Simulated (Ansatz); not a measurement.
Start from Y in the hcp (Mg type) structure (space group P6_3/mmc, No. 194; relaxed with 0.1 eV smearing).

```xyz
2
Lattice="3.6523 0.0000 0.0000 -1.8262 3.1630 0.0000 0.0000 0.0000 5.7029" Properties=species:S:1:pos:R:3 pbc="T T T"
Y      1.8262     1.0543     4.2772
Y      0.0000     2.1087     1.4257
```

Cartesian axes are those of the cell as printed.

Computed with Kohn–Sham DFT with the PBE functional, run in Ansatz (a first-principles code) with PAW and 420 eV plane waves, spin-orbit coupling left out.

Strains are applied to the cell and any free atomic positions relax.

One change was made to it. Results:

```json
[
 {"quantity": "energy relative to the base (free energy F)", "base": "0 meV/atom", "after": "+3.3 meV/atom"},
 {"quantity": "pressure (mean of the normal stresses, compression positive)", "base": "0.0 GPa", "after": "0.8 GPa"}
]
```

Question: Name the change that was made.
A. uniaxial strain ε_zz = −2.00 %
B. uniaxial strain ε_zz = +2.50 %
C. uniaxial strain ε_zz = −1.00 %
D. uniaxial strain ε_zz = +1.50 %
E. uniaxial strain ε_zz = +0.50 %

Answer: A, uniaxial strain ε_zz = −2.00 %. For comparison, the energy relative to the base in the other runs: uniaxial strain ε_zz = −1.00 % gives +0.8 meV/atom; uniaxial strain ε_zz = +2.50 % gives +4.8 meV/atom; uniaxial strain ε_zz = +1.50 % gives +1.8 meV/atom; uniaxial strain ε_zz = +0.50 % gives +0.2 meV/atom.

Stability against distortions was not tested. The final runs are not spin-polarised.
